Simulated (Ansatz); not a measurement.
Take Rb$_{3}$P (space group Fm-3m, No. 225; a = 8.213 Å; a model cell, its experimental status unchecked) as the base.

The values are results of PBEsol (Ansatz, a first-principles code), spin-orbit coupling left out, not measurements.

Base values:

```
Quantity              Result
-------------------  -------
Lattice parameter a  8.213 Å
```

Perturbation: Bi takes the place of P on all its sites; the structure is relaxed again.

Question: Predict the new lattice parameter a.

Answer: The lattice parameter a increases by 0.6996 Å, from 8.213 Å to 8.912 Å.

No phonon test of stability was made. For Rb3Bi in this form, whether it has been made was not checked.
